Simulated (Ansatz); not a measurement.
**Sn, response to strain**

The parent structure is Sn in the diamond structure (space group Fd-3m, No. 227).

```
CELL_PARAMETERS angstrom
      0.00000     3.28336     3.28336
      3.28336     0.00000     3.28336
      3.28336     3.28336     0.00000
ATOMIC_POSITIONS crystal
  Sn 0.25000 0.25000 0.25000
  Sn 0.00000 0.00000 0.00000
```

Cartesian axes are those of the cell as printed.

Strains are applied to the cell and any free atomic positions relax; under biaxial strain the out-of-plane vector relaxes too; under stress the whole cell relaxes.

Calculations: r2SCAN (Ansatz, a quantum-chemistry and plane-wave program; PAW; 500 eV plane waves; no spin-orbit coupling).

Notes on the quantities. energy relative to the base: free energy F.

| case | space group | energy relative to the base | volume per atom |
|---|---|---|---|
| base | Fd-3m (No. 227) | 0 meV/atom | 35.40 Å³ |
| biaxial strain −3.96 %, plane normal [001], relaxed out of plane | I4_1/amd (No. 141) | +26 meV/atom | 33.86 Å³ |
| isotropic strain +0.48 % | Fd-3m (No. 227) | +1.0 meV/atom | 35.91 Å³ |
| uniaxial strain ε_yy = +3.56 % | I4_1/amd (No. 141) | +8.9 meV/atom | 36.66 Å³ |
| uniaxial strain ε_zz = +1.82 % | I4_1/amd (No. 141) | +2.4 meV/atom | 36.04 Å³ |
| uniaxial strain ε_zz = +3.85 % | I4_1/amd (No. 141) | +10 meV/atom | 36.76 Å³ |
| uniaxial stress, 1 GPa tension along x | I4_1/amd (No. 141) | +2.3 meV/atom | 35.68 Å³ |
| tensor shear ε_xz = +0.78 % | Imma (No. 74) | +0.8 meV/atom | 35.39 Å³ |
| uniaxial stress, 3 GPa tension along x | I4_1/amd (No. 141) | +20 meV/atom | 36.29 Å³ |
| uniaxial stress, 2 GPa tension along x | I4_1/amd (No. 141) | +8.9 meV/atom | [?] |

Question: Complete the table.

Answer: 
- uniaxial stress, 2 GPa tension along x, volume per atom: 35.97 Å³

Beyond what the load breaks, stability against distortions was not tested.
